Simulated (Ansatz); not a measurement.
Band structure of MgCd₂ (Cmcm, 6 atoms in the cell).

```yaml
crystal:
  lattice:
    - [1.59375, -7.86880, 0.00000]
    - [1.59375, 7.86880, 0.00000]
    - [0.00000, 0.00000, 5.11835]
  atoms:
    - { symbol: Mg, position: [0.28026, 0.71974, 0.25000] }
    - { symbol: Mg, position: [0.71974, 0.28026, 0.75000] }
    - { symbol: Cd, position: [0.61587, 0.38413, 0.25000] }
    - { symbol: Cd, position: [0.38413, 0.61587, 0.75000] }
    - { symbol: Cd, position: [0.94609, 0.05391, 0.25000] }
    - { symbol: Cd, position: [0.05391, 0.94609, 0.75000] }
```

Method: PBEsol, PAW files made with PBE (plane waves; Ansatz, a first-principles code).

Settings: basis.ecutwfc = 30.9 Ry; kpoints.mp_grid.grid = 5 5 3; hamiltonian.xc = pbesol; hamiltonian.pseudopotentials = {kind: paw} (the program's default PAW files); scf.occupations.method = fermi_dirac; scf.occupations.width = 0.0037 Ry; kpoints.band_path.npoints = 8.

The starting cell comes from a database of computed structures (which also holds hypothetical and non-ambient phases and stackings), without a prior relaxation at this level.

Levels in eV from the Fermi level, bands 47 to 54:
```tsv
point	47	48	49	50	51	52	53	54
Γ	-5.34	-2.25	-1.44	0.49	0.58	0.65	1.17	2.48
X	-3.58	-1.36	-0.94	1.33	1.46	2.08	2.12	2.32
S	-2.67	-2.55	-0.26	0.26	2.07	2.12	2.17	2.19
R	-2.35	-2.35	-1.58	-1.58	-0.54	-0.54	1.63	1.63
A	-2.19	-2.19	-2.12	-2.12	0.17	0.17	0.95	0.95
Z	-4.26	-4.26	-3.64	-3.64	3.53	3.53	4.33	4.33
Y	-2.51	-2.01	-1.65	-1.18	-0.86	-0.78	3.44	3.52
X1	-3.58	-1.36	-0.94	1.33	1.46	2.08	2.12	2.32
A1	-2.19	-2.19	-2.12	-2.12	0.17	0.17	0.95	0.95
T	-5.69	-5.69	-1.30	-1.30	0.19	0.19	5.84	5.84
```

Bands cross the Fermi level along this path, so the cell is metallic at this level.

Keys are those of Ansatz 0.2.
